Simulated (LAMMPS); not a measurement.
LAMMPS 22 Jul 2025, classical MD, Tersoff (Ge.tersoff): Ge, 5832 atoms.

```json
{
  "task": "MD, nve",
  "potential": "Tersoff, Ge.tersoff",
  "copies_of_the_repeat_unit": "9×9×9",
  "shape (slab and sphere leave vacuum in the box)": "bulk",
  "steps": "2000",
  "timestep": "1 fs",
  "thermo": "50",
  "newton": "on (default)",
  "atom_modify sort (bins of 2 Å where set)": "1000 (default)",
  "comm_style": "brick (default)",
  "box": "50.9 × 50.9 × 50.9 Å",
  "start": "generated diamond lattice, warmed in an untimed run"
}
```

All runs start from one configuration, warmed at this fixed volume for 1000 steps under a thermostat at 100 K. The run at a skin of 2 Å has a mean temperature of 100 K and a mean pressure of -4.0 GPa.

Single runs; times are not shown.

With neigh_modify every 1 delay 0 check yes, skins of 0.1, 0.3, 0.5, 1, 1.5, 2, 3 Å were run. Further schedules:
- skin 2 Å, every 10 delay 0 check yes
- skin 0.3 Å, every 100 delay 0 check no
- skin 0.3 Å, every 10 delay 0 check yes
- skin 2 Å, every 1 delay 10 check yes
- skin 1 Å, every 100 delay 0 check no
- skin 1 Å, every 10 delay 0 check yes
- skin 0.3 Å, every 20 delay 0 check no

A schedule rebuilds too seldom if it shows a dangerous build, rebuilds less often than the check at every step does at that skin, or fails.

### Question
Name the settings that rebuild less often than the motion of the atoms asks.

### Answer
With the check at every step the rebuilds are 185 at 0.1 Å, 57 at 0.3 Å, 2 at 0.5 Å, 0 at 1 Å, 0 at 1.5 Å, 0 at 2 Å, 0 at 3 Å. Too seldom: skin 0.3 Å, every 100 delay 0 check no; skin 0.3 Å, every 10 delay 0 check yes.

```csv
setting,rebuilds,dangerous builds,list entries an atom,change of the total energy (meV/atom)
"skin 0.1 Å, every 1 delay 0 check yes",185,—,4.00,under 0.001
"skin 0.3 Å, every 1 delay 0 check yes",57,—,4.00,under 0.001
"skin 0.5 Å, every 1 delay 0 check yes",2,—,4.00,under 0.001
"skin 1 Å, every 1 delay 0 check yes",0,—,15.9,under 0.001
"skin 1.5 Å, every 1 delay 0 check yes",0,—,16.1,under 0.001
"skin 2 Å, every 1 delay 0 check yes",0,—,28.0,under 0.001
"skin 3 Å, every 1 delay 0 check yes",0,—,34.6,under 0.001
"skin 2 Å, every 10 delay 0 check yes",0,0,28.0,under 0.001
"skin 0.3 Å, every 100 delay 0 check no",20,not counted,4.00,under 0.001
"skin 0.3 Å, every 10 delay 0 check yes",50,0,4.00,under 0.001
"skin 2 Å, every 1 delay 10 check yes",0,0,28.0,under 0.001
"skin 1 Å, every 100 delay 0 check no",20,not counted,15.9,under 0.001
"skin 1 Å, every 10 delay 0 check yes",0,0,15.9,under 0.001
"skin 0.3 Å, every 20 delay 0 check no",100,not counted,4.00,under 0.001
```

Where the energy changes as in the checked runs, the late rebuilds cost nothing that shows in this run. List entries are as LAMMPS prints them (Ave neighs/atom).
